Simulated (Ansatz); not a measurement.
A computed series for TiTe2: thickness series

Take TiTe₂ in the CdI2 type structure (space group P-3m1, No. 164; a = 3.6973 Å, c = 6.3840 Å; layered, stacked along the Cartesian z axis) as the base.

Free-standing slabs (3 atom(s) a layer) normal to the stacking axis with 15 Å of vacuum; in-plane cell relaxed.

The values are results of PBE-D3(BJ) (Ansatz, an electronic-structure program, PAW, spin-orbit coupling left out), not measurements.

Notes on the quantities. excess energy per area of both faces: slab less bulk energy over the cell's area: twice a surface energy; uncertain by up to 0.2 J/m².

```tsv
case	excess energy per area of both faces	shortest interatomic distance	thickness between the outermost nuclei
base	–	2.748 Å	–
1 layer	0.63 J/m²	2.760 Å	3.53 Å
2 layers	0.7 J/m²	2.745 Å	9.99 Å
3 layers	0.7 J/m²	2.744 Å	16.42 Å
4 layers	0.7 J/m²	2.744 Å	22.77 Å
```

Slab and bulk use different k-meshes, which limits the precision of the excess energy. No phonon test of stability was made. All final runs are without spin polarisation.
